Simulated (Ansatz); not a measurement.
For Al₂O₃ (model structure, started from the Al2S3 type, Amm2, No. 38, 10 atoms in the cell), LDA (Ansatz, a quantum-chemistry and plane-wave program, plane waves, PAW) gives:

| Quantity | Result |
|---|---|
| cohesive energy | 7.18 eV/atom |
| band gap | 4.03 eV |

**Question.** What does PBEsol (Ansatz, plane waves, PAW) give for the same quantities?

**Answer.** 
- cohesive energy: 6.56 eV/atom (decreases by 0.62 eV/atom)
- band gap: 4.01 eV (is nearly the same)

Changes are worked out from the printed values.

Unless a cell is named, each level is at its own relaxed cell (LDA 12.14, PBEsol 12.49 Å³/atom).

Density-functional gaps are differences of (generalised) Kohn–Sham levels.

Ansatz's density-functional and Hartree–Fock values are scalar-relativistic unless marked +SOC, with PAW data made under PBE.

A model structure was made by putting elements into a prototype or built by hand; it is no filed structure, need not be a known phase, and can be a saddle point held by its symmetry.
